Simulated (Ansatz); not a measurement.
We consider CaO (model structure, F-43m, No. 216, 2 atoms in the cell), described by PBE-D3(BJ) (PAW; Ansatz, an electronic-structure program).

Settings: plane-wave cutoff 520 eV, 12×12×12 k mesh, Fermi–Dirac smearing 0.01 eV, scalar-relativistic PAW data made under PBE.

Cell (relaxed at this level):

```cif
data_CaO
_chemical_formula_sum 'Ca1 O1'
_space_group_name_H-M_alt 'P 1'
_space_group_IT_number 1
_cell_length_a 3.67684
_cell_length_b 3.67684
_cell_length_c 3.67684
_cell_angle_alpha 60.000
_cell_angle_beta 60.000
_cell_angle_gamma 60.000
loop_
_space_group_symop_operation_xyz
  'x, y, z'
loop_
_atom_site_label
_atom_site_type_symbol
_atom_site_fract_x
_atom_site_fract_y
_atom_site_fract_z
_atom_site_occupancy
Ca1 Ca 0.00000 0.00000 0.00000 1
O1 O 0.25000 0.25000 0.25000 1
```

Problem. What does this level give for the band gap?

Solution. 
band gap: 3.36 eV (on the SCF k mesh)

Note: the relaxation could raise the start's symmetry but not lower it, so the cell can be a saddle point.

Static lattice: no zero-point or thermal effects.

Cost on a shared machine: around 25 core-seconds (rough).

A model structure was made by putting elements into a prototype or built by hand; it is no filed structure, need not be a known phase, and can be a saddle point held by its symmetry.
